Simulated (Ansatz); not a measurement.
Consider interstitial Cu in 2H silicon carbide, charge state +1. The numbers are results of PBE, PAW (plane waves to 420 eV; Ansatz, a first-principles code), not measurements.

72-site cell at the relaxed PBE lattice, the Γ point alone, smearing 0.01 eV, spin-restricted, no finite-size correction. Static, classical nuclei. The host's phase is taken as given; its stability against other phases was not computed. The charge state is imposed; whether it is stable for some Fermi level was not computed. Sites that were not tried may lie lower.

Barriers: single points on a 2×2×2 k-point mesh shifted by half a step along c at the bands' geometries (they differ from the bands' own by up to 0.18 eV, and are uncertain by about as much).

The step: one Cu atom jumps by itself. Atoms about the jump, Cartesian Å from the middle of the jump, before and after:

```tsv
atom	x0	y0	z0	x1	y1	z1
Cu1	0.00	0.00	-1.27	0.00	0.00	1.27
C2	0.00	1.85	-0.59	0.00	1.80	-0.65
C3	-1.60	-0.92	-0.59	-1.56	-0.90	-0.65
C4	1.60	-0.92	-0.59	1.56	-0.90	-0.65
Si5	-1.63	0.94	0.08	-1.61	0.93	-0.09
Si6	1.63	0.94	0.08	1.61	0.93	-0.09
Si7	0.00	-1.88	0.08	0.00	-1.86	-0.09
C8	-1.55	0.90	1.95	-1.60	0.92	1.95
C9	0.00	-1.79	1.95	0.00	-1.85	1.95
C10	1.55	0.90	1.95	1.60	0.92	1.95
Si11	0.00	1.80	2.54	0.00	1.88	2.61
Si12	-1.56	-0.90	2.54	-1.63	-0.94	2.61
Si13	1.56	-0.90	2.54	1.63	-0.94	2.61
Si14	0.00	1.86	-2.62	0.00	1.79	-2.56
Si15	-1.61	-0.93	-2.62	-1.55	-0.90	-2.56
Si16	1.61	-0.93	-2.62	1.55	-0.90	-2.56
Si17	0.00	3.60	0.00	0.00	3.58	-0.01
Si18	-3.11	-1.80	0.00	-3.10	-1.79	-0.01
Si19	3.11	-1.80	0.00	3.10	-1.79	-0.01
```

Q: Predict the transition state.

A: 
| atom | x | y | z |
|---|---|---|---|
| Cu1 | 0.00 | 0.00 | 0.11 |
| C2 | 0.00 | 1.85 | -0.64 |
| C3 | -1.61 | -0.92 | -0.64 |
| C4 | 1.60 | -0.92 | -0.64 |
| Si5 | -1.76 | 1.02 | 0.01 |
| Si6 | 1.76 | 1.02 | 0.01 |
| Si7 | 0.00 | -2.03 | 0.01 |
| C8 | -1.58 | 0.91 | 1.93 |
| C9 | 0.00 | -1.81 | 1.93 |
| C10 | 1.57 | 0.91 | 1.93 |
| Si11 | 0.00 | 1.81 | 2.54 |
| Si12 | -1.57 | -0.90 | 2.54 |
| Si13 | 1.56 | -0.90 | 2.54 |
| Si14 | 0.00 | 1.80 | -2.55 |
| Si15 | -1.56 | -0.90 | -2.55 |
| Si16 | 1.56 | -0.90 | -2.55 |
| Si17 | 0.00 | 3.59 | 0.00 |
| Si18 | -3.11 | -1.79 | 0.00 |
| Si19 | 3.11 | -1.79 | 0.00 |
It lies 1.37 eV above the start and 1.37 eV above the end. The saddle point's order was not checked, and it lies on a symmetry element of the cell, where a band can be held.
